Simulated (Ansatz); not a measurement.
**MnGaGe, pressure series**

Start from MnGaGe (space group P4/nmm, No. 129; ferromagnetic; a cell from a computed database, its experimental status unchecked).

```
CELL_PARAMETERS angstrom
      3.88011     0.00000     0.00000
      0.00000     3.88011     0.00000
      0.00000     0.00000     5.74593
ATOMIC_POSITIONS crystal
  Mn 0.00000 0.00000 0.00000
  Mn 0.50000 0.50000 0.00000
  Ga 0.00000 0.50000 0.70720
  Ga 0.50000 0.00000 0.29280
  Ge 0.00000 0.50000 0.27579
  Ge 0.50000 0.00000 0.72421
```

Cell and atoms are relaxed at each pressure.

The values are results of Ansatz (an electronic-structure program), PBEsol, PAW, cutoff 420 eV, scalar-relativistic without spin-orbit coupling, not measurements.

Notes on the quantities. enthalpy: H = E + PV relative to the base's energy.

```csv
variant,largest site moment,shortest interatomic distance,enthalpy
base,1.71 μB,4.684 bohr,–
pressure −2 GPa,1.74 μB,4.714 bohr,-0.18 eV/atom
pressure −1 GPa,1.72 μB,4.699 bohr,-0.09 eV/atom
pressure 0.3 GPa,1.70 μB,(withheld),+0.03 eV/atom
pressure 0.7 GPa,1.70 μB,4.675 bohr,+0.06 eV/atom
pressure 1.5 GPa,1.69 μB,4.664 bohr,+0.13 eV/atom
pressure 3 GPa,1.67 μB,4.646 bohr,+0.27 eV/atom
pressure 5 GPa,1.65 μB,4.622 bohr,+0.44 eV/atom
pressure 7.5 GPa,1.63 μB,4.596 bohr,+0.66 eV/atom
pressure 10 GPa,1.62 μB,4.571 bohr,+0.87 eV/atom
```

**Question.** Fill in the withheld entries from the trend.

**Answer.** 
- pressure 0.3 GPa, shortest interatomic distance: 4.680 bohr

Other magnetic orders, which the real material may have, were not ruled out. Load acts through the strain it causes; cell and atoms are relaxed under it. Whether these cells are dynamically stable was not tested. No other phases were tried under pressure.
